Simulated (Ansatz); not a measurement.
For GaSb (model structure, within 0.1 Å of P6₄22, No. 181, 6 atoms in the cell), PBEsol (PAW; Ansatz, an electronic-structure program) gives:

```
Property                Value
---------------  ------------
bulk modulus B0      55.9 GPa
cohesive energy  3.09 eV/atom
```

What does r²SCAN (PAW; Ansatz) give for the same quantities?


- bulk modulus: 56.0 GPa (is nearly the same)
- cohesive energy: 2.76 eV/atom (falls by 0.33 eV/atom)

Changes are worked out from the printed values.

Unless a cell is named, each level is at its own relaxed cell (PBEsol 25.66, r²SCAN 26.15 Å³/atom).

Levels without +SOC leave out spin–orbit coupling, which shifts energies and cells of such heavy elements.

Caveats: the bulk modulus is −V dP/dV from two relaxed cells at ±2 % in volume (PBEsol, r²SCAN). Ansatz's density-functional and Hartree–Fock values are scalar-relativistic unless marked +SOC, with PAW data made under PBE.

A model structure was made by putting elements into a prototype or built by hand; it is no filed structure, need not be a known phase, and can be a saddle point held by its symmetry.
